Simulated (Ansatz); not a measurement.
A self-consistent single point of ZnCu₂SnSe₄ (Fmm2, 8 atoms in the cell) with Ansatz (a first-principles code).

Method: LDA (PW92), default PAW files made with PBE (plane waves; Ansatz).

```
ZnCu2SnSe4
1.0
   -2.89326     2.89326     5.78918
    2.89326    -2.89326     5.78918
    2.89326     2.89326    -5.78918
Zn Cu Sn Se
1 2 1 4
Direct
  0.00432   0.00432   0.00000
  0.75000   0.25000   0.50000
  0.25000   0.75000   0.50000
  0.50000   0.50000   0.00000
  0.62386   0.62386   0.51812
  0.37614   0.89426   0.00000
  0.10574   0.10574   0.48188
  0.89426   0.37614   0.00000
```

Reference input (self-consistent single point, DFT, LDA (PW92), plane waves, default PAW files made with PBE): basis.ecutwfc = 30.9 Ry; kpoints.mp_grid.grid = 4 4 4; hamiltonian.xc = lda; hamiltonian.pseudopotentials = {kind: paw} (the program's default PAW files); scf.occupations.method = gaussian; scf.occupations.width = 0.0073 Ry. This run's input differs from it in these lines:

Ansatz 0.2 input:
```diff
@@ -18,3 +18,3 @@
 kpoints:
-  mp_grid: { grid: [4, 4, 4] }
+  mp_grid: { grid: [7, 7, 7] }
 hamiltonian:
@@ -23,3 +23,3 @@
 scf:
-  occupations: { method: gaussian, width: 0.0073 Ry }
+  occupations: { method: fermi_dirac, width: 0.0735 Ry }
 output:
```

Log, with long lists cut:

```
SCF iter   1: F=—  HF=-43778.365488 eV  |F-HF|=—  |Δ(HF+E_count)|=         —  Δρ=7.44e-2  dr2=1.04e1  ethr=1.77e-3  ⟨swp⟩=9.7  Hψ=36426  notcnv=0
all-band conjugate gradients solve this SCF's bands
preconditioner: auto → LDOS
SCF iter   2: F=—  HF=-43777.528159 eV  |F-HF|=—  |Δ(HF+E_count)|=   8.37e-1  Δρ=2.05e-2  dr2=3.69e-1  ethr=1.77e-3  ⟨swp⟩=2.0  Hψ=11002  notcnv=0
   [... lines left out ...]
SCF iter   6: F=—  HF=-43777.366549 eV  |F-HF|=—  |Δ(HF+E_count)|=   6.98e-4  Δρ=3.28e-4  dr2=1.44e-4  ethr=1.75e-6  ⟨swp⟩=2.0  Hψ=7863  notcnv=0
SCF iter   7: F=—  HF=-43777.366552 eV  |F-HF|=—  |Δ(HF+E_count)|=   2.90e-6  Δρ=1.15e-4  dr2=1.49e-5  ethr=1.13e-7  ⟨swp⟩=1.0  Hψ=7296  notcnv=0
SCF iter   8: F=—  HF=-43777.366526 eV  |F-HF|=—  |Δ(HF+E_count)|=   2.59e-5  Δρ=1.17e-5  dr2=1.02e-7  ethr=1.17e-8  ⟨swp⟩=1.0  Hψ=7297  notcnv=0
SCF iter   9: F=-43777.366526 eV  HF=-43777.366526 eV  |F-HF|=3.22e-9  |Δ(HF+E_count)|=   6.10e-8  Δρ=1.78e-6  dr2=4.97e-9  ethr=7.81e-11  ⟨swp⟩=8.5  Hψ=30783  notcnv=0
SCF 1 converged in 9 iterations: F = -43777.366526 eV  dr2 = 4.97e-9
Free energy (F): -43777.366526 eV
Internal energy: -43766.130249 eV  (E = F + TS)
E sigma→0 (E₀):  -43771.748387 eV
Entropy (-TS):   -11.236277 eV (-1404.535 meV/atom)
Fermi energy:    8.112810 eV
--- Forces (eV/Å), atoms counted from 1 ---
  atom   1  Zn    -0.00000000    -0.00000000    -0.19753425
  atom   2  Cu     0.00000000     0.00000000     0.01519476
  atom   3  Cu    -0.00000000     0.00000000     0.01519476
  atom   4  Sn    -0.00000000     0.00000000    -0.04427489
  atom   5  Se     0.54454090     0.54454090    -0.42812592
  atom   6  Se     0.47429124    -0.47429124     0.53383499
  atom   7  Se    -0.54454090    -0.54454090    -0.42812592
  atom   8  Se    -0.47429124     0.47429124     0.53383499
--- Stress (GPa, compression-positive) ---
       -0.112261      -0.194519      -0.000000
       -0.194519      -0.112261       0.000000
       -0.000000       0.000000       0.020613
  P = ⅓ Tr σ = -0.0680 GPa (-0.680 kbar)
  The stress holds the Pulay correction. Without it, at fixed plane waves, as pw.x and ABINIT print it: P = -0.1094 GPa
```

The run converged in 9 iterations. Against the reference run the free energy drops by 581 meV/atom, the pressure goes from -5.66 to -0.07 GPa and the largest force goes from 0.243 to 0.881 eV/Å.

The starting cell comes from a database of computed structures (which also holds hypothetical and non-ambient phases and stackings), without a prior relaxation at this level. Its lattice was rescaled by up to half a per cent. One atom was moved a little off its site on purpose. Spin polarisation is off. Ansatz's pressure includes its estimate of the finite-basis (Pulay) stress. The run gives no clean gap (levels at the Fermi energy touch, overlap or are partly filled at this smearing), which alone does not show that the compound is a metal.

Cost on one core of a shared machine: roughly 3 min.
